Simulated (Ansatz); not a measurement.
Defect: interstitial C in bcc W, neutral cell. The step: a concerted move, in which C travels most; the atom moves 1.59 Å along (0.00, 0.00, -0.50) of the unit cell; the moving atom starts with neighbours 2 W at 1.94, 4 W at 2.20 Å and ends with 2 W at 1.94, 4 W at 2.20 Å. A PBE band in Ansatz (plane-wave PAW, a 2×2×3 k-point mesh shifted by half a step, 36 host sites, 27 SCF runs with any check of the saddle's order, static, no finite-size correction) gives a forward barrier of 1.54 eV. The saddle point's order was not checked, and it lies on a symmetry element of the cell, where a band can be held. Sites that were not tried may lie lower.

Single points at the band's start and saddle point can refine it. Rough cost of one point, in units of the band's mean SCF on the same machine:

| Level | Cost of one point |
|---|---|
| PBE, a 3×3×5 k-point mesh shifted by half a step | about 4 |
| r2SCAN at 500 eV, a 2×2×3 k-point mesh shifted by half a step | about 2 |

Task: Which of these move the barrier by more than 0.1 eV, and how far does each move it?

Result: Not one does. PBE, a 3×3×5 k-point mesh shifted by half a step: +0.02 eV; r2SCAN at 500 eV, a 2×2×3 k-point mesh shifted by half a step: +0.04 eV. Each functional is compared with PBE at the same k-points.

Ansatz is a first-principles code.
